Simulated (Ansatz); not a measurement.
**Au under a change: isotropic strain −1.50 %**

The parent structure is Au in the fcc (Cu type) structure (space group Fm-3m, No. 225; a = 4.083 Å; relaxed with 0.1 eV smearing).

One thing is altered: the cell is scaled by 0.9850 in all directions; the atoms relax in the strained cell.

Level of theory: Kohn–Sham DFT with the PBEsol functional, run in Ansatz (a quantum-chemistry and plane-wave program) with PAW and 420 eV plane waves, spin-orbit coupling left out. Γ-centred 28×28×28 mesh, Fermi–Dirac width 0.1 eV.

- Volume per atom = 16.26 Å³ (base 17.02 Å³)
- Shortest interatomic distance = 2.844 Å (base 2.887 Å)
- Energy relative to the base (free energy F) = +20 meV/atom
- Pressure = 9.0 GPa (base 0.0 GPa)
- Band gap = zero (base zero)

Stability against distortions was not tested.
